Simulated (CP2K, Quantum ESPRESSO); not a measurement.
**Pressure against volume in antifluorite Mg2Sn (space group 225) (CP2K, PBE)**

```
CELL_PARAMETERS angstrom
      4.69505     0.00000     0.00000
      2.34753     4.06603     0.00000
      2.34753     1.35534     3.83349
ATOMIC_POSITIONS crystal
  Mg 0.25000 0.25000 0.25000
  Mg 0.75000 0.75000 0.75000
  Sn 0.00000 0.00000 0.00000
```

Computed with PBE, GPW, DZVP-MOLOPT-SR-GTH basis, GTH-PBE potentials (GTH_POTENTIALS) (CP2K 2026.2). Settings: CUTOFF = 1300 Ry; REL_CUTOFF = 60 Ry; SMEAR/METHOD = FERMI_DIRAC; ELECTRONIC_TEMPERATURE = 116.05 K; KPOINTS/SCHEME = MONKHORST-PACK 8 8 8; GAMMA_CENTERED = T; XC_FUNCTIONAL = PBE; Mg/BASIS_SET = DZVP-MOLOPT-SR-GTH; Mg/POTENTIAL = GTH-PBE-q10; Sn/BASIS_SET = DZVP-MOLOPT-SR-GTH; Sn/POTENTIAL = GTH-PBE-q4; METHOD = GPW; EPS_DEFAULT = 1e-10; NGRIDS = 5; SCF_GUESS = ATOMIC; EPS_SCF = 1e-06. The cell above is the first row's. The rows scale it uniformly. In all rows fractional positions and the k mesh are held.

```csv
V (Å^3/atom),P (GPa)
24.394,5.18
24.924,3.99
25.455,2.94
25.985,1.97
26.515,1.09
27.046,0.29
27.576,-0.43
28.106,-1.08
28.637,?
```

The 8 complete rows are fitted with a cubic, P against V. With u = V - 26.3, the rows have u = -1.9060, -1.3760, -0.8450, -0.3150, 0.2150, 0.7460, 1.2760, 1.8060. Least squares gives P = 1.435 - 1.6392·u + 0.1524·u² - 0.00903·u³. Residuals (row less fit): 0.005, -0.013, 0.006, 0.003, 0.000, -0.003, -0.003, 0.002; standard error 0.008 (degrees of freedom: 4). The fitted pressure is zero at V0 = 27.26, where dP/dV = -1.373, so B0 = -V0·dP/dV = 37.4 GPa.

Problem. What does the fit predict for P at V = 28.637, and how far is the calculated value from it?

Solution. u = 2.3370, so P = 1.435 - 1.6392 × 2.3370 + 0.1524 × 2.3370² - 0.00903 × 2.3370³ = -1.679 GPa. The calculation gives -1.66 GPa, 0.019 GPa above the prediction (0.3 % of the range of P in the table). The row lies outside the fitted rows, so this is an extrapolation. From the scatter of the fitted rows alone, a prediction at this place has a standard error of 0.021 GPa, so the miss is 0.9 times that.

Carrying the step between the two nearest rows on in a straight line would have given -1.73, off by 0.07; series whose last step already gives the withheld value aren't shown. The scan was laid around a cell of about the measured size, scaled by a guess for this functional. The runs keep the symmetry of the cell, so they don't test it for distortions. A plane-wave scan with the same functional (Quantum ESPRESSO, GBRV) gives V0 = 26.35 Å^3/atom and B0 = 41.0 GPa; a Birch-Murnaghan fit to all rows here lies 3.4 % from it in V0 and -9 % in B0; the two differ in basis, and may differ in potentials and mesh. Values carry the incompleteness of an atom-centred basis. Cutoffs and mesh are single choices, not tested for convergence of this quantity. Series with a scatter that would blur these digits, or in which a gap closes, are not shown.
